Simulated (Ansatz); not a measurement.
Take InSb in the rock salt structure (space group Fm-3m, No. 225; a model cell, its experimental status unchecked) as the base.

```yaml
crystal:
  lattice:
    - [0.00000, 3.01730, 3.01730]
    - [3.01730, 0.00000, 3.01730]
    - [3.01730, 3.01730, 0.00000]
  atoms:
    - { symbol: Sb, position: [0.00000, 0.00000, 0.00000] }
    - { symbol: In, position: [0.50000, 0.50000, 0.50000] }
```

The values are results of PBEsol, PAW, 420 eV (Ansatz, a program for electronic structure; no spin-orbit coupling), not measurements.

Base values:

The pressure is 0.0 GPa and the band gap comes out as zero.

It is then changed as follows: an isotropic linear strain of +2.51 %, atoms relaxed at fixed cell.

**Question.** Estimate the effect on the energy relative to the base.

**Answer.** The energy goes up by 25 meV/atom.

**Question.** How does this affect the pressure?

**Answer.** The pressure goes from zero to -3.5 GPa.

**Question.** Estimate the effect on the band gap.

**Answer.** The band gap stays zero.

Stability against distortions was not tested. All final runs are without spin polarisation. This is not the structure that InSb has at room temperature and ambient pressure.
